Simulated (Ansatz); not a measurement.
System: interstitial F in corundum (charge state -1). The step: a concerted move, in which F travels most; the atom moves 3.53 Å along (0.33, 0.67, 0.17) of the unit cell; the moving atom starts with neighbours 2 Al at 1.81; 6 O at 2.21 Å and ends with 2 Al at 1.81; 6 O at 2.21 Å. A PBE band in Ansatz (plane-wave PAW, the Γ point alone, 120 host sites, 71 SCF runs with any check of the saddle's order, static, no finite-size correction) gives a forward barrier of 2.23 eV. The program found a first-order saddle point. The charge state is imposed; whether it is stable for some Fermi level was not computed. Sites that were not tried may lie lower.

Single points at the band's start and saddle point can refine it. Rough cost of one point, in units of the band's mean SCF on the same machine:

```csv
Level,Cost of one point
"PBE, a 2×2×2 k-point mesh shifted by half a step along c",about 7
"r2SCAN at 500 eV, the Γ point alone",about 3
```

Which of these move the barrier by more than 0.1 eV, and how far does each move it?

Not one does. PBE, a 2×2×2 k-point mesh shifted by half a step along c: 0.00 eV; r2SCAN at 500 eV, the Γ point alone: +0.06 eV. Each functional is compared with PBE at the same k-points.

Ansatz is a program for electronic structure.
